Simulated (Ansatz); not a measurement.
# Habitual settings against a tight run: CoNiGe (P6_3/mmc, 6 atoms in the cell)

Self-consistent single point.

```
CoNiGe
1.0
    3.96814     0.00000     0.00000
   -1.98407     3.43651     0.00000
    0.00000     0.00000     4.97970
Co Ni Ge
2 2 2
Direct
  0.66667   0.33333   0.25000
  0.33333   0.66667   0.75000
  0.00000   0.00000   0.00000
  0.00000   0.00000   0.50000
  0.66667   0.33333   0.75000
  0.33333   0.66667   0.25000
```

Method of the run: LDA (PW92), harder PAW files (source: ansatz) made with PBE (plane waves; Ansatz, an electronic-structure program).

Base settings: basis.ecutwfc = 920 eV; kpoints.mp_grid.grid = 7 7 5; hamiltonian.xc = lda; hamiltonian.pseudopotentials = {kind: paw, source: ansatz}; scf.occupations.method = methfessel_paxton; scf.occupations.width = 0.272 eV.

Tight run (finer mesh or higher cutoff; not a proven limit): basis.ecutwfc: 920 eV → 1290 eV; kpoints.mp_grid.grid: 7 7 5 → 10 10 7; scf.convergence.dr2_threshold: default (1e-07 eV) → 1e-09 eV. It gave Fermi level (on the code's own zero) 19.28 eV; pressure -7.67 GPa.

Quick runs, as changes from the base:
- A: the base itself
- B: basis.ecutwfc: 920 eV → 735 eV; kpoints.mp_grid.grid: 7 7 5 → 2 2 2; hamiltonian.xc: lda → pbesol; scf.occupations.method: methfessel_paxton → gaussian; scf.occupations.width: 0.272 eV → 0.2 eV [PBEsol]
- C: basis.ecutwfc: 920 eV → 460 eV; kpoints.mp_grid.grid: 7 7 5 → 8 8 8
- D: kpoints.mp_grid.grid: 7 7 5 → 4 4 4
- E: basis.ecutwfc: 920 eV → 550 eV; kpoints.mp_grid.grid: 7 7 5 → 3 3 3; hamiltonian.xc: lda → pbesol; scf.convergence.dr2_threshold: default (1e-07 eV) → 0.0001 eV [PBEsol]

Energies are extrapolated to zero smearing width, which holds to low order in the width alone.

Dashes: energy of B, E, another energy zero.

† marks runs with another functional, U, potentials or spin treatment: their distance from the tight run is not a convergence error alone.

The count of work is k-points × plane waves × bands × iterations; it is no time. 

Pressures in the table are Ansatz's without its Pulay estimate, at a fixed set of plane waves; the tight run's value above holds the estimate.

The starting cell comes from a database of computed structures (which also holds hypothetical and non-ambient phases and stackings), without a prior relaxation at this level. Its lattice was rescaled by a random factor within 2.5 % of one. Spin polarisation is off. In the base run, with a pressure of about -8 GPa the cell is away from its equilibrium volume at this level.

```
run  energy less tight (meV/atom)  pressure less tight (GPa)  count of work / tight
---  ----------------------------  -------------------------  ---------------------
A                             2.0                      -0.03                   0.21
B†                              –                       4.68                  0.028
C                          3608.7                    -286.09                   0.15
D                             6.5                      -0.01                   0.10
E†                              –                     -57.54                  0.019
```

Among the runs at the tight run's level, the energy misses run from 2.0 to 3608.7 meV/atom.

Left out of this page: 1 run of the series unsound by tests on forces, stress, charge or solver warnings.

Keys are those of Ansatz 0.2.
